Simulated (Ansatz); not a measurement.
## ZrS2 under a change: Si on a S site, symmetric start

The parent structure is a 12-atom supercell of ZrS2 in the CdI2 type structure (space group P-3m1, No. 164; a = 3.674 Å, c = 5.860 Å; layered, stacked along the Cartesian z axis) at its relaxed geometry.

Perturbation: a neutral Si on a S site, symmetric start, atoms relaxed at fixed cell.

All numbers come from DFT with r2SCAN+rVV10, PAW potentials and a 500 eV plane-wave cutoff in Ansatz (a first-principles code), no SOC. Γ-centred 6×6×6 mesh, Fermi–Dirac width 0.01 eV.

```yaml
energy_gained_by_relaxation: 0.40 eV
largest_displacement_of_a_host_atom_from_its_site_in_the_perfect_cell: 0.04 Å
shift_of_the_substituted_atom_off_its_lattice_site: 0.30 Å
```

Other magnetic orders, which the real material may have, were not ruled out. The cell is small, so the values are those of an ordered compound at a high defect concentration; dilute-limit values will differ. A case with no gap was solved on a k-mesh chosen for an insulator, which is coarse for it. The defect started on the symmetric site and kept its symmetry, so it may sit on a saddle. The defect cell is spin-polarised and ends with 1.9 μB.
